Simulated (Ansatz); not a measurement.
The starting structures come from a database of crystals and need not be the phases stable at ambient conditions.

 Where the default PAW files enter, the runs use the earlier of Ansatz's two default sets.

# Evanescent states of CsAu (Pm-3m, CsCl type, not sure to be the ambient phase, 2 atoms a cell, 39.3 Å³ an atom) along the normal of (110)

The numbers are results of r2SCAN (plane waves, PAW; Ansatz, a program for electronic structure), not measurements.

No gap correction and no spin-orbit coupling; mid-gap values are interpolated between computed energies.

Energies count from the valence-band top; κ is the least over a 8×6 mesh across the current.

| E (eV) | κ (1/Å) | where |
|---|---|---|
| 0.04 | 0.046 | off Γ |
| 0.12 | 0.077 | off Γ |
| 0.20 | 0.096 | off Γ |
| 0.28 | 0.109 | off Γ |
| 0.36 | 0.119 | off Γ |
| 0.44 | 0.126 | off Γ |
| 0.52 | 0.132 | off Γ |
| 0.60 | 0.136 | off Γ |
| 0.68 | 0.138 | off Γ |
| 0.76 | 0.140 | off Γ |
| 0.84 | 0.140 | off Γ |
| 0.92 | 0.140 | off Γ |
| 1.00 | 0.130 | off Γ |
| 1.08 | 0.115 | off Γ |
| 1.16 | 0.096 | off Γ |
| 1.24 | 0.071 | off Γ |
| 1.32 | 0.026 | off Γ |

Task: How thick must the barrier be to attenuate the transmission by 10^6 when the electrodes' Fermi level lies at 0.12 eV, and what attenuation does that film give at 0.04 eV?

Result: d = 6 ln 10 / (2 × 0.077) = 89.7 Å. At 0.04 eV it gives 6 × 0.046/0.077 = 3.6 decades.
